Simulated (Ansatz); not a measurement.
# Hf2C (space group P4/nmm, No. 129; a hypothetical phase, not in the database extracts checked)

```yaml
crystal:
  lattice:
    - [3.60003, 0.00000, 0.00000]
    - [0.00000, 3.60003, 0.00000]
    - [0.00000, 0.00000, 6.80656]
  atoms:
    - { symbol: Hf, position: [0.00000, 0.00000, 0.00000] }
    - { symbol: Hf, position: [0.50000, 0.50000, 0.00000] }
    - { symbol: Hf, position: [0.50000, 0.00000, 0.36947] }
    - { symbol: Hf, position: [0.00000, 0.50000, 0.63053] }
    - { symbol: C, position: [0.50000, 0.00000, 0.72911] }
    - { symbol: C, position: [0.00000, 0.50000, 0.27089] }
```

Method: PBE-D3(BJ) (Ansatz, a quantum-chemistry and plane-wave program), no spin-orbit coupling. k-mesh 13×13×7 (Γ-centred); smearing 0.05 eV (Fermi–Dirac).

| Property | Result |
|---|---|
| Volume per atom | 14.70 Å³ |
| Density | 13.89 g/cm³ |
| Band gap | zero |
| Total energy | -10564.775 eV/atom (σ→0; compares only within this code and set-up) |

Whether these cells are dynamically stable was not tested. The final runs are not spin-polarised. The D3 term's C6 switches between coordination references near this geometry, which can add small steps to energies.
